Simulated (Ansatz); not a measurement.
## MoTe2, response to strain

The reference is MoTe$_{2}$ (space group P6_3/mmc, No. 194; layered, stacked along the Cartesian z axis).

MoTe2 is modelled in the hexagonal space group P6₃/mmc (No. 194), Pearson symbol hP6. Lattice parameters: a = 3.497 Å, b = 3.497 Å, c = 13.696 Å, α = 90.00°, β = 90.00°, γ = 120.00°. Te on 4f is surrounded by 3 Mo at 2.716 Å (trigonal pyramidal). Mo on 2c is surrounded by 6 Te at 2.716 Å (trigonal prismatic). (Neighbours: up to the widest gap in distance over summed covalent radii, below 1.35, at either atom; cation-cation and far metal-metal contacts left out.)

Strains are applied to the cell and any free atomic positions relax.

Method: plane-wave PAW DFT at the PBE-D3(BJ) level (Ansatz, a program for electronic structure, 420 eV), spin-orbit coupling left out.

Notes on the quantities. energy relative to the base: free energy F; pressure: mean of the normal stresses, compression positive.

```tsv
change	band gap	volume per atom	energy relative to the base	pressure
base	0.60 eV	24.17 Å³	0 meV/atom	0.0 kbar
isotropic strain +0.60 %	0.63 eV	24.61 Å³	+1.2 meV/atom	-8.6 kbar
isotropic strain +1.20 %	0.65 eV	25.05 Å³	+4.7 meV/atom	-16.5 kbar
isotropic strain +1.80 %	0.67 eV	25.50 Å³	+10 meV/atom	-23.6 kbar
isotropic strain +2.40 %	0.69 eV	25.95 Å³	+18 meV/atom	-30.0 kbar
```

With Te present, leaving out spin-orbit coupling can change the band edges. Stability against distortions was not tested. The program warned that a D3 coordination switch lies within reach, so dispersion energies are less smooth here.
